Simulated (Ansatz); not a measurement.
Consider InSe in the beta-GaS type structure (space group P6_3/mmc, No. 194; layered, stacked along the Cartesian z axis).

```
InSe
1.0
    4.01657     0.00000     0.00000
   -2.00829     3.47846     0.00000
    0.00000     0.00000    16.93265
In Se
4 4
Direct
  0.33333   0.66667   0.66774
  0.66667   0.33333   0.16774
  0.66667   0.33333   0.33226
  0.33333   0.66667   0.83226
  0.33333   0.66667   0.09281
  0.66667   0.33333   0.59281
  0.66667   0.33333   0.90719
  0.33333   0.66667   0.40719
```

Cartesian axes are those of the cell as printed.

Method: r2SCAN+rVV10/PAW in Ansatz (an electronic-structure program), without spin-orbit coupling.

Strains are applied to the cell and any free atomic positions relax; under biaxial strain the out-of-plane vector relaxes too.

One change was made to it. Results:

```tsv
quantity	base	after
electron mass	0.085 mₑ along c, 0.14 mₑ across (at Γ)	0.064 mₑ along z, 0.13 mₑ across (at Γ)
band gap	0.85 eV	0.68 eV
```

Question: Which change produced these results?
A) biaxial strain −1.48 %, plane normal [001], relaxed out of plane
B) strain tensor (xx, yy, zz, yz, xz, xy) = (−0.60, −0.13, +0.80, −0.62, +0.03, +0.55) %
C) uniaxial strain ε_zz = −3.67 %

Answer: C, uniaxial strain ε_zz = −3.67 %. For comparison, the band gap in the other runs: strain tensor (xx, yy, zz, yz, xz, xy) = (−0.60, −0.13, +0.80, −0.62, +0.03, +0.55) % gives 0.95 eV; biaxial strain −1.48 %, plane normal [001], relaxed out of plane gives 1.14 eV.

Masses are band curvatures over ±0.01 Å⁻¹ around the edge. No phonon test of stability was made.
